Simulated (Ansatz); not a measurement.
## Effect of x(S) = 0.667, 10 atoms, P3m1 on La2O3

Base system: La2O3 (space group P-3m1, No. 164; a = 3.906 Å, c = 6.040 Å).

The other end (x = 1) is La₂S₃ (space group P-3m1, No. 164; a hypothetical phase, not in the database extracts checked): 25.55 Å³/atom, gap 2.11 eV; this end may not be an ambient phase.

Perturbation: a fraction x = 0.667 of the O sites is given to S, ordered in a cell of 10 atoms (starting symmetry P3m1) and fully relaxed.

Method: Ansatz (a program for electronic structure) PBEsol, no spin-orbit coupling. Γ-centred 9×9×3 mesh, Fermi–Dirac width 0.05 eV, for the changed cell.

```json
[
 {"quantity": "volume per atom", "base": "15.96 Å³", "changed": "22.48 Å³", "shift": "+6.515 Å³"},
 {"quantity": "density", "base": "6.78 g/cm³", "changed": "5.29 g/cm³", "shift": "-1.49 g/cm³"},
 {"quantity": "shortest interatomic distance", "base": "2.349 Å", "changed": "2.435 Å", "shift": "+0.086 Å"},
 {"quantity": "band gap", "base": "3.77 eV", "changed": "2.30 eV", "shift": "-1.476 eV"},
 {"quantity": "gap character (in this cell's own zone, which can be folded)", "base": "–", "changed": "indirect, Γ → M", "shift": "–"},
 {"quantity": "valence-band top at Γ (three highest levels, from the VBM)", "base": "–", "changed": "0.00, -0.35, -0.35 eV", "shift": "–"},
 {"quantity": "mixing energy (against an end that may be hypothetical)", "base": "–", "changed": "+0.277 eV/atom", "shift": "–"},
 {"quantity": "deviation of the volume from the linear (Vegard-type) interpolation", "base": "–", "changed": "+0.5 %", "shift": "–"},
 {"quantity": "bowing parameter b of this ordering, from Eg = [1−x] Eg[0] + x Eg[1] − b x [1−x]", "base": "–", "changed": "1.7 eV", "shift": "–"}
]
```

Cost of the whole job for the changed cell (relaxation, final SCF and bands): about 5 core-minutes (a rough figure).

These are small ordered cells, not random alloys; other orderings at the same x differ. Stability against distortions was not tested. Labels are those of the standard path for the cell's own space group.
